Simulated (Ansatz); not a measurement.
An Ansatz (an electronic-structure program) run: BiAu2 with a change (pressure 3 GPa); Ansatz PBEsol, no SOC.

Input:

Ansatz 0.2 input:
```yaml
crystal:
  lattice:
    - [0, 3.9568379212, 3.9568379212]
    - [3.9568379212, 0, 3.9568379212]
    - [3.9568379212, 3.9568379212, 0]
  atoms:
    - { symbol: Bi, position: [0, 0, 0] }
    - { symbol: Bi, position: [0.25, 0.25, 0.25] }
    - { symbol: Au, position: [0.625, 0.625, 0.125] }
    - { symbol: Au, position: [0.625, 0.125, 0.625] }
    - { symbol: Au, position: [0.625, 0.625, 0.625] }
    - { symbol: Au, position: [0.125, 0.625, 0.625] }
basis: { ecutwfc: 420, ecutrho_ratio: 4, xc_grid: 2, fft_grid_basis: typed }
kpoints: { mp_grid: { grid: [10, 10, 10] } }
hamiltonian:
  xc: pbesol
  dispersion: none
  pseudopotentials: { kind: paw }
scf: { occupations: { method: fermi_dirac, width: 0.05 } }
relax: { f_tol: 0.01, max_steps: 60, cell: { stress_tol: 0.02, p_target: 3.0 } }
output: { forces: true, stress: true }
checkpoint: { write: state.ck, write_every: 1000 }
```

Output (explanatory and most iteration lines left out):

```
Relaxation: its limit of steps is 60 (relax.max_steps)
Pseudopotential: Bi, paw, valence charge 15
Pseudopotential: Au, paw, valence charge 19
Crystal: 6 atoms, lattice volume = 123.901 Å³
Basis set: ecut = 420 eV, 2421 PW (Γ), exchange–correlation on 80×80×80 points (8 copies of the dense FFT grid, shifted against one another)
Bands: 64, of which v1, the nominal top of the filled ones, is band 53 counted from 1 (52 counted from 0)
Symmetry: 48 space group operations
Space group: Fd-3m (ITA 227), of the structure as read, at distance tolerance 5.0e-5 Å
k-points: 47 of 1000
Functional: x = pbesol(κ = 0.804, μ = 0.12345679012345678), c = pbesol(β = 0.046)
SCF iter   1: F=—  HF=-76512.782591 eV  |F-HF|=—  |Δ(HF+E_count)|=         —  Δρ=5.15e-3  dr2=2.72e-2  ethr=1.77e-3  ⟨swp⟩=5.9  Hψ=10962  notcnv=0  defer=30
SCF iter   2: F=—  HF=-76512.777262 eV  |F-HF|=—  |Δ(HF+E_count)|=   5.33e-3  Δρ=2.24e-3  dr2=4.96e-3  ethr=2.57e-5  ⟨swp⟩=2.4  Hψ=4995  notcnv=0  defer=131
SCF 1 converged in 6 iterations: F = -76512.775563 eV  dr2 = 5.40e-8
relax step   1: F+E_penalty+E_count = -76512.77556297 eV  Δ(F+E_penalty+E_count) = +0.000e0 eV  max|allowed force component| = 1.542e-17 eV/Å  Δτ_max = 0.0000 Å  P = +1.483 GPa  Ω = 123.901 Å³  (6 SCF iters, dr2 threshold 1.00e-7 eV, accepted)
[... steps on the carried basis left out ...]
relax step   5: F+E_penalty+E_count = -76512.75617553 eV  Δ(F+E_penalty+E_count) = +3.985e-4 eV  max|allowed force component| = 6.862e-17 eV/Å  Δτ_max = 0.0000 Å  P = +3.002 GPa  Ω = 122.510 Å³  stress off target by 1.62e-3 GPa  SCF on the basis re-selected at this cell (its energy is not comparable with the rows above)  (6 SCF iters)
SCF converged after 6 iterations
Free energy (F): -76512.756176 eV
Internal energy: -76512.744428 eV  (E = F + TS)
E sigma→0 (E₀):  -76512.750302 eV
Entropy (-TS):   -0.011748 eV (-1.958 meV/atom)
Fermi energy:    17.560475 eV
--- Forces (eV/Å), atoms counted from 1 ---
  atom   1  Bi    -0.00000000     0.00000000    -0.00000000
  atom   2  Bi    -0.00000000    -0.00000000     0.00000000
  atom   3  Au     0.00000000    -0.00000000    -0.00000000
  atom   4  Au     0.00000000    -0.00000000     0.00000000
  atom   5  Au     0.00000000    -0.00000000     0.00000000
  atom   6  Au     0.00000000     0.00000000     0.00000000
--- Stress (GPa, compression-positive) ---
        3.001617      -0.000000      -0.000000
       -0.000000       3.001617       0.000000
       -0.000000       0.000000       3.001617
  P = ⅓ Tr σ = 3.0016 GPa (30.016 kbar)
--- Relaxed structure (4 steps of the walk, 3 accepted, 1 SCFs on fresh bases) ---
  cell:  # Å, volume = 122.5099 Å³
    - [-5.174987256475713e-35, 3.9419737549467073, 3.9419737549467073]
    - [3.9419737549467073, 1.9903797359159705e-35, 3.9419737549467073]
    - [3.9419737549467073, 3.9419737549467073, -3.025377144531756e-35]
  atoms:
    - { symbol: Bi, position: [-1.5088984025150932e-35, 1.700085389463103e-35, 7.399253279396728e-36] }
    - { symbol: Bi, position: [0.25000000000000006, 0.25000000000000006, 0.25000000000000006] }
    - { symbol: Au, position: [0.625, 0.625, 0.125] }
    - { symbol: Au, position: [0.625, 0.125, 0.625] }
    - { symbol: Au, position: [0.625, 0.625, 0.625] }
    - { symbol: Au, position: [0.125, 0.625, 0.625] }
```

Load acts through the strain it causes; cell and atoms are relaxed under it. Whether these cells are dynamically stable was not tested. The cell was made from BiAu$_{2}$ in the cubic Laves (MgCu2 type) structure (space group Fd-3m, No. 227) by this change: pressure 3 GPa.
